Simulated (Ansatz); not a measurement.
# Amorphous Al$_{28}$O$_{43}$Na$_{2}$

It comes from a melt-quench run on a machine-learned potential (CHGNet), relaxed afterwards by DFT. O atoms were pushed apart under 1.9 Å during the dynamics, to hinder bonds among them. The hot cell started wider than the set density and was brought back towards it in steps. It is the lowest in DFT energy of 2 quenches. It is a model cell: composition and starting density were chosen by hand, and all elements were melted together. No dispersion term was used.

Methods: PBE, scalar-relativistic without spin-orbit coupling (Ansatz, an electronic-structure program); r2SCAN, scalar-relativistic without spin-orbit coupling (Ansatz); HSE06, scalar-relativistic without spin-orbit coupling (Ansatz). Geometry, pressure, stress and energy are those of the PBE run. Its sampling: a 2×2×2 Γ-centred mesh; Fermi-Dirac width 0.02 eV; no spin polarisation. Other functionals are single points at the zone centre (r2SCAN at 500 eV; exact exchange cut at the cell's faces), free to take moments where seeds were set. At PBE the levels at the filled edge of the gap are localised (band-tail or defect states).

* **Number of atoms in the cell**: 73
* **Density (held, not predicted)**: 3.07 g/cm^3
* **Volume per atom**: 11.04 Å³
* **Pressure on a 2×2×2 Γ-centred mesh**: 5.44 GPa
* **Largest force and stress component on that mesh (the relaxation ran on the zone centre alone)**: 0.03 eV/Å and 5.4 GPa
* **Level gap on a 2×2×2 Γ-centred mesh (PBE)**: 3.68 eV
* **Level gap at the zone centre (PBE)**: 3.68 eV
* **Level gap at the zone centre (r2SCAN)**: 4.27 eV
* **Level gap at the zone centre (HSE06)**: 5.37 eV

Cut-offs for bonds: Al-Al 2.66 Å, Al-O 2.40 Å, Al-Na 3.16 Å, O-O 1.58 Å, O-Na 2.78 Å, Na-Na 3.65 Å. Two cations that share two anions don't count as bonded, nor two that share one unless they lie closer than Al-Al 2.59 Å, Al-Na 3.07 Å, Na-Na 3.55 Å.

```yaml
Mean coordination of Al by anions: 4.57 (12 with 4, 16 with 5); 1 close contacts or bonds to cations besides
Mean coordination of O: 3.19 (35 with 3, 8 with 4)
Mean coordination of Na by anions: 4.50 (1 with 3, 1 with 6); 1 close contacts or bonds to cations besides
Mean Al-O bond: 1.831 Å (spread 0.094 Å, 128 counted)
Mean O-Na bond: 2.387 Å (spread 0.096 Å, 9 counted)
```

Its density started from a set value of 3.07 g/cm³. Cooling (nominally 410 K/ps over its main leg) ran many orders faster than in experiment, which tends to leave more defects and strain. A cell of this size samples the disorder only roughly. The volume was held where the preparation left it and the shape relaxed, at a PBE pressure of 5.4 GPa. Stress components on the final sampling reach 5.4 GPa.
